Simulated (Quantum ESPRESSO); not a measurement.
Input and output of a self-consistent single point for Mo₂H₂O₇ (P2_1/m, 22 atoms in the cell) (Quantum ESPRESSO).

Method of the run: PBEsol-D3(BJ) with three-body term, GBRV 1.5 ultrasoft (PBESOL) pseudopotentials (plane waves; Quantum ESPRESSO).

```xyz
22
Lattice="7.5195 0.0000 0.0000 0.0000 3.7801 0.0000 -2.5209 0.0000 9.3000" Properties=species:S:1:pos:R:3 pbc="T T T"
H      0.6203     0.9450     6.9008
H      4.3783     2.8350     2.3992
H      2.1673     0.9450     2.7131
H      2.8313     2.8350     6.5869
Mo    -1.0732     2.8350     9.0473
Mo     6.0718     0.9450     0.2527
Mo     0.0908     0.9450     4.1048
Mo     4.9078     2.8350     5.1952
O      0.6036     0.9450     5.9249
O      4.3949     2.8350     3.3752
O      0.4192     2.8350     8.1769
O      4.5794     0.9450     1.1232
O     -1.6795     0.9450     8.9611
O      6.6781     2.8350     0.3389
O      1.9963     2.8350     1.3891
O      3.0023     0.9450     7.9109
O     -0.4507     2.8350     4.3416
O      5.4493     0.9450     4.9584
O      5.4468     2.8350     6.8924
O     -0.4482     0.9450     2.4076
O      1.9001     0.9450     3.6611
O      3.0985     2.8350     5.6389
```

Reference input (self-consistent single point, DFT, PBEsol, plane waves, GBRV 1.5 ultrasoft (PBESOL) pseudopotentials): ecutwfc = 40 Ry; ecutrho = 320 Ry; occupations = fixed; potentials = {H: h_pbesol_v1.4.uspp.F.UPF, Mo: mo_pbesol_v1.uspp.F.UPF, O: o_pbesol_v1.2.uspp.F.UPF}; K_POINTS = automatic 3 6 3 0 0 0; nbnd = 78; conv_thr = 1e-10 Ry; mixing_beta = 0.7. This run's input differs from it in these lines:

```diff
@@ -19,2 +19,5 @@
     nbnd = 78
+    vdw_corr = 'grimme-d3'
+    dftd3_version = 4
+    dftd3_threebody = .true.
 /
```

Output, abridged:

```
     Self-consistent Calculation

     iteration #  1     ecut=    40.00 Ry     beta= 0.70

     negative rho (up, down):  2.843E-03 0.000E+00

     total energy              =   -1008.79253974 Ry
     estimated scf accuracy    <       8.48345009 Ry

     iteration #  2     ecut=    40.00 Ry     beta= 0.70

     negative rho (up, down):  1.532E-04 0.000E+00

     total energy              =    -999.81329385 Ry
     estimated scf accuracy    <     110.49651744 Ry

     iteration #  3     ecut=    40.00 Ry     beta= 0.70

     negative rho (up, down):  6.017E-05 0.000E+00

     total energy              =   -1010.29439277 Ry
     estimated scf accuracy    <      27.94699525 Ry

   [... 20 blocks of this kind left out ...]

     iteration # 24     ecut=    40.00 Ry     beta= 0.70

     negative rho (up, down):  7.920E-04 0.000E+00

     total energy              =   -1013.79354252 Ry
     estimated scf accuracy    <          2.1E-10 Ry

     iteration # 25     ecut=    40.00 Ry     beta= 0.70

     negative rho (up, down):  7.920E-04 0.000E+00
     End of self-consistent calculation

     highest occupied, lowest unoccupied level (ev):     4.4220    6.3638

!    total energy              =   -1013.79354252 Ry
     estimated scf accuracy    <          4.7E-11 Ry

     DFT-D3 Dispersion         =      -0.16486766 Ry

     convergence has been achieved in  25 iterations

     negative rho (up, down):  7.920E-04 0.000E+00

     Forces acting on atoms (cartesian axes, Ry/au):

     atom    1 type  1   force =     0.00343106    0.00000000    0.01639332
     atom    2 type  1   force =    -0.00343106    0.00000000   -0.01639332
     atom    3 type  1   force =     0.00120656    0.00000000   -0.01983993
     atom    4 type  1   force =    -0.00120656    0.00000000    0.01983993
     atom    5 type  2   force =     0.03509003    0.00000000    0.01355948
   [... lines left out ...]
     Total force =     0.170993     Total SCF correction =     0.000025
   [... lines left out ...]

     negative rho (up, down):  7.920E-04 0.000E+00
          total   stress  (Ry/bohr**3)                   (kbar)     P=      -95.96
  -0.00064507   0.00000000   0.00000650          -94.89        0.00        0.96
   0.00000000  -0.00066837   0.00000000            0.00      -98.32        0.00
   0.00000650   0.00000000  -0.00064348            0.96        0.00      -94.66

   JOB DONE.
```

The run converged in 25 iterations. Against the reference run the pressure goes from -8.36 to -9.60 GPa, the largest force moves little (1.442 to 1.444 eV/Å) and the gap on the mesh stays at 1.942 eV.

The starting cell comes from a database of computed structures (which also holds hypothetical and non-ambient phases and stackings), without a prior relaxation at this level. With a pressure of about -10 GPa the cell is away from its equilibrium volume at this level. Forces in this geometry exceed 1 eV/Å.

Cost on one core of a shared machine: roughly 10 min.
